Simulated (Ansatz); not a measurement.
**Pressure series in Zr**

Consider Zr in the hcp (Mg type) structure (space group P6_3/mmc, No. 194; a = 3.232 Å, c = 5.174 Å).

Cell and atoms are relaxed at each pressure.

Calculations: Kohn–Sham DFT with the PBE functional, run in Ansatz (an electronic-structure program) with PAW and 420 eV plane waves, no spin-orbit coupling, earlier PAW set.

Two rows of this table had their results exchanged by mistake.

```tsv
pressure	volume per atom (Å³)	shortest distance (Å)	band gap
pressure −2 GPa	23.92	3.212	zero
pressure −1 GPa	23.65	3.200	zero
pressure 1.8 GPa	22.96	3.171	zero
pressure 4.2 GPa	22.43	3.149	zero
pressure 9 GPa	21.51	3.110	zero
pressure 18 GPa	17.19	2.848	zero
pressure 30 GPa	18.60	2.951	zero
pressure 45 GPa	20.08	3.050	zero
pressure 60 GPa	16.12	2.765	zero
```

Question: Which two?

Answer: The rows for pressure 18 GPa and pressure 45 GPa: the volume has to fall steadily with pressure, so 20.08 Å³ belongs to pressure 18 GPa and 17.19 Å³ to pressure 45 GPa.

Load acts through the strain it causes; cell and atoms are relaxed under it. Whether these cells are dynamically stable was not tested. The final runs are not spin-polarised. Measured, Zr leaves this structure (for the ω phase) near 3 GPa (temperature not stated; as listed in C. Cazorla, D. Alfè, M. J. Gillan, Physical Review B (2008)).
